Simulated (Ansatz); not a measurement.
Nb: energy against strain

Nb (bcc, Im-3m, 18.042 Å³/atom and stress up to 0.01 GPa in the relaxed cell) under an equal strain ε in the (001) plane with the normal axis free, as in a coherent film. r2SCAN in Ansatz, a plane-wave DFT program (PAW, default set), 500 eV, 28×28×28 Γ-centred mesh, Fermi-Dirac smearing 0.10 eV.

Here s stands for strain and y for E less E0.

```csv
strain (%),E less E0 (meV/atom)
-3.00,?
-1.50,6.04
-1.00,2.57
-0.50,0.58
0.00,0.00
0.50,0.76
1.00,2.76
1.50,5.86
```

Task: Using a parabola, estimate the missing y at s = -3.00 from the other rows, showing the fit.

Result: Least squares gives y = 0.011 + 0.0014·s + 2.6419·s². Residuals (row less fit): 0.087, -0.082, -0.091, -0.011, 0.088, 0.106, -0.097; standard error 0.113 (degrees of freedom: 4). The quadratic coefficient over the volume, 2.6419 meV × 10⁴ × 0.1602 / 18.042 Å³, is the biaxial elastic modulus of this plane = about 230 GPa. At the withheld row, y = 0.011 + 0.0014 × (-3.0) + 2.6419 × (-3.0)² = 23.784 meV/atom. The calculation gives 25.95 meV/atom, 2.166 meV/atom above the prediction (8.3 % of the range of y in the table). The row lies outside the fitted rows, so this is an extrapolation. From the scatter of the fitted rows alone, a prediction at this place has a standard error of 0.431 meV/atom, so the miss is 5.0 times that.

A polynomial of degree 3 through the 12 other runs of the series gives 26.29 there, so most of the miss is curvature that the fit leaves out. In a metal these values are sensitive to mesh and smearing; energies are taken to zero smearing, stresses follow the free energy. The runs aren't spin-polarised. Rows are the converged runs of the series near zero and its far end; series whose fitted rows scatter by over a few per cent of the range, as at a crossing or softening among them, aren't shown in this form, nor equations of state whose B0' disagrees with the runs' pressures. Most that stay on the fit to the last digits aren't either.
